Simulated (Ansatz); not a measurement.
Start from InSb in the zinc blende structure (space group F-43m, No. 216; a = 6.635 Å). Axes: x, y, z lie along the cube axes.

All numbers come from PBE, PAW, 420 eV (Ansatz, a quantum-chemistry and plane-wave program; no SOC).

Now apply this change: the cell is scaled by 0.9800 in all directions; the atoms relax in the strained cell.

Predict the stress tensor and what it implies for the stiffness.

Stress of the strained cell less that of the base (GPa, compression positive):
```
    2.6     0.0     0.0
    0.0     2.6     0.0
    0.0     0.0     2.6
```

Then B = −ΔP/(ΔV/V₀) with ΔV/V₀ = -0.0588 gives secant stiffness values (nonlinear terms included at this strain): B ≈ 44 GPa.

As a check, the harmonic strain energy −½ V₀ Δσ:ε is 18 meV/atom; the computed energy rise is 16 meV/atom.

Whether these cells are dynamically stable was not tested. The final runs are not spin-polarised.
